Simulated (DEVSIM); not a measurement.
System: Schottky contact on p-type Si, at 400 K.

```
layer (left to right)  material  thickness (μm)  Na (cm⁻³)  τn (s)  τp (s)
---------------------  --------  --------------  ---------  ------  ------
1                            Si            5.90     4.3e16  5.5e-6  5.5e-6
```

Left contact: Schottky, work function 4.664 eV, emission velocity 3.7e6 cm/s. Right contact: ohmic. Voltage is applied to the left contact. Recombination: SRH at mid-gap. Mobility is μmin + (μ − μmin)/(1 + (N/Nref)^α).

The device is made up for the run: typed textbook-type constants, with dimensions and the other settings drawn at random. Values at 300 K; Nc and Nv go as T^1.5, mobilities as T to minus their exponent, the gap by Varshni's rule with the affinity fixed.

| parameter | Si |
|---|---|
| gap (eV) | 1.124 |
| affinity (eV) | 4.05 |
| permittivity | 11.7 |
| Nc (cm⁻³) | 2.86e19 |
| Nv (cm⁻³) | 3.1e19 |
| μn (cm²/Vs) | 1417 |
| μp (cm²/Vs) | 470 |
| μn,min | 52 |
| μp,min | 45 |
| Nref,n | 9.7e16 |
| Nref,p | 2.2e17 |
| αn | 0.68 |
| αp | 0.72 |
| T exponent of μn | 2.3 |
| T exponent of μp | 2.2 |
| Varshni α (eV/K) | 0.000473 |
| Varshni β (K) | 636 |

Model (solved in DEVSIM): 1D drift-diffusion, Boltzmann statistics, complete ionisation; no tunnelling, impact ionisation, image-force lowering or self-heating. Metal contacts follow the ideal Schottky-Mott rule: no Fermi-level pinning, no interface dipoles.

Q: Tabulate band edges, carrier densities and field at 2.0 V on the left contact.

A: Energies count from the Fermi level of the right contact; mesh points crowd at the junctions.

| x (μm) | Ec (eV) | Ev (eV) | n (cm⁻³) | p (cm⁻³) | field (V/cm) |
|---|---|---|---|---|---|
| 0.000 | -1.386 | -2.482 | 8.1e11 | 3.9e12 | 170000 |
| 0.01208 | -1.184 | -2.281 | 2.3e9 | 4.1e12 | 160000 |
| 0.03243 | -0.866 | -1.963 | 640000 | 4.5e12 | 150000 |
| 0.06070 | -0.471 | -1.567 | 450000 | 5.1e12 | 130000 |
| 0.1254 | 0.235 | -0.861 | 610000 | 7.8e12 | 88000 |
| 0.2001 | 0.704 | -0.392 | 1200000 | 7.2e14 | 38000 |
| 0.3260 | 0.845 | -0.251 | 1.1e7 | 4.2e16 | 530 |
| 0.5685 | 0.847 | -0.250 | 4.6e7 | 4.3e16 | 15 |
| 0.9010 | 0.847 | -0.249 | 9.5e7 | 4.3e16 | 15 |
| 1.363 | 0.848 | -0.249 | 1.6e8 | 4.3e16 | 15 |
| 2.055 | 0.849 | -0.248 | 2.6e8 | 4.3e16 | 15 |
| 3.495 | 0.851 | -0.245 | 4.5e8 | 4.3e16 | 15 |
| 4.368 | 0.852 | -0.244 | 5.6e8 | 4.3e16 | 15 |
| 4.886 | 0.853 | -0.243 | 6.3e8 | 4.3e16 | 15 |
| 5.335 | 0.854 | -0.243 | 6.8e8 | 4.3e16 | 15 |
| 5.531 | 0.854 | -0.242 | 7.1e8 | 4.3e16 | 15 |
| 5.662 | 0.854 | -0.242 | 7.2e8 | 4.3e16 | 15 |
| 5.756 | 0.855 | -0.242 | 7.3e8 | 4.3e16 | 15 |
| 5.829 | 0.855 | -0.242 | 7.4e8 | 4.3e16 | 15 |
| 5.861 | 0.855 | -0.242 | 7.4e8 | 4.3e16 | 15 |
| 5.882 | 0.855 | -0.242 | 7.5e8 | 4.3e16 | 15 |
| 5.900 | 0.855 | -0.242 | 7.5e8 | 4.3e16 | 15 |
